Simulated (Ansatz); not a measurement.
**Nb under a change: uniaxial strain ε_zz = +1.50 %**

Take Nb in the bcc (W type) structure (space group Im-3m, No. 229; a = 3.3045 Å; relaxed with 0.1 eV smearing) as the base. Axes: x, y, z lie along the cube axes.

Modification: the cell is stretched by 1.50 % along z with no lateral relaxation, atoms relaxed at fixed cell.

All numbers come from plane-wave PAW DFT at the r2SCAN level (Ansatz, an electronic-structure program, 500 eV), without spin-orbit coupling. Γ-centred 28×28×28 mesh, Fermi–Dirac width 0.1 eV.

The volume per atom goes up by 0.27 Å³ to 18.31 Å³ and the space group goes from Im-3m (No. 229) to I4/mmm (No. 139). The shortest interatomic distance rises by 0.014 Å (2.862 Å → 2.876 Å) and the energy increases by 3.1 meV/atom. The pressure (mean of the normal stresses, compression positive) goes from zero to -2.5 GPa and the band gap is still zero. The stress (xx, yy, zz, yz, xz, xy; compression positive) comes out as (-1.9, -1.9, -3.6, 0.0, 0.0, 0.0) GPa.

Final structure:

```yaml
crystal:
  lattice:
    - [-1.65223, 1.65223, 1.67702]
    - [1.65223, -1.65223, 1.67702]
    - [1.65223, 1.65223, -1.67702]
  atoms:
    - { symbol: Nb, position: [0.00000, 0.00000, 0.00000] }
```

Whether these cells are dynamically stable was not tested. All final runs are without spin polarisation.
